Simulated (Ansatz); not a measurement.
Ru: response to strain

Take Ru in the hcp (Mg type) structure (space group P6_3/mmc, No. 194; relaxed with 0.1 eV smearing) as the base.

```cif
data_Ru2
_chemical_formula_sum 'Ru2'
_space_group_name_H-M_alt 'P 1'
_space_group_IT_number 1
_cell_length_a 2.67558
_cell_length_b 2.67558
_cell_length_c 4.22371
_cell_angle_alpha 90.000
_cell_angle_beta 90.000
_cell_angle_gamma 120.000
loop_
_space_group_symop_operation_xyz
  'x, y, z'
loop_
_atom_site_label
_atom_site_type_symbol
_atom_site_fract_x
_atom_site_fract_y
_atom_site_fract_z
_atom_site_occupancy
Ru1 Ru 0.66667 0.33333 0.75000 1
Ru2 Ru 0.33333 0.66667 0.25000 1
```

Strains are applied to the cell and any free atomic positions relax.

The values are results of plane-wave PAW DFT at the LDA level (Ansatz, a quantum-chemistry and plane-wave program, 420 eV), no spin-orbit coupling, not measurements.

Notes on the quantities. pressure: mean of the normal stresses, compression positive; energy relative to the base: free energy F.

| change | pressure | volume per atom | energy relative to the base |
|---|---|---|---|
| base | 0.0 GPa | 13.09 Å³ | 0 meV/atom |
| isotropic strain −3.00 % | 41.5 GPa | 11.95 Å³ | +136 meV/atom |
| isotropic strain −2.50 % | 33.3 GPa | 12.14 Å³ | +93 meV/atom |
| isotropic strain −2.00 % | 25.6 GPa | 12.32 Å³ | +58 meV/atom |
| isotropic strain −0.50 % | 5.7 GPa | 12.90 Å³ | +3.4 meV/atom |
| isotropic strain +0.50 % | -5.3 GPa | 13.29 Å³ | +3.3 meV/atom |
| isotropic strain +1.00 % | … | 13.49 Å³ | … |
| isotropic strain +2.00 % | -18.9 GPa | 13.89 Å³ | +50 meV/atom |
| isotropic strain +2.50 % | -22.7 GPa | 14.10 Å³ | +77 meV/atom |
| isotropic strain +3.00 % | -26.2 GPa | 14.31 Å³ | +108 meV/atom |

### Question
Fill in the withheld entries from the trend.

### Answer

- isotropic strain +1.00 %, pressure: -10.2 GPa
- isotropic strain +1.00 %, energy relative to the base: +13 meV/atom

Stability against distortions was not tested. The final runs are not spin-polarised.
